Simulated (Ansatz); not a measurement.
# W vacancy + N interstitial in bcc W

These are PBE, PAW (plane waves to 420 eV; Ansatz, a program for electronic structure) values and carry that method's errors. Details: 54-site cell; 4×4×4 shifted k-points; start: the W site; off centre in the vacancy; no spin–orbit coupling; finite-size errors of tenths of an eV; the relaxation kept the symmetry of the starting site; relaxed from one start, so a lower configuration may exist.

Neighbours after relaxation, in Å: of the emptied site: N 1.37; of the N atom: W 2.04, W 2.15, W 2.15, W 2.15, W 2.15.

Formation energies E_f are those of the neutral cell. Chemical conditions: impurity bounded by its compound with the host (Δμ(W) = 0.00 eV, Δμ(N) = -0.34 eV, bounded by WN (P6_3/mmc); only phases computed here count, gases as isolated molecules at 0 K). Reference phases: N: N2 molecule in a box, W: bcc W.

```csv
charge,moment (μB),point group,largest move off a lattice site (Å),"E_f, impurity bounded by its compound with the host (eV)"
0,not spin-polarised,C4v,0.23,2.54
```

Point groups are those of the whole cell at tolerances of 0.03 and 0.1 Å ("near" where only the looser one holds); none is given for unsettled states.
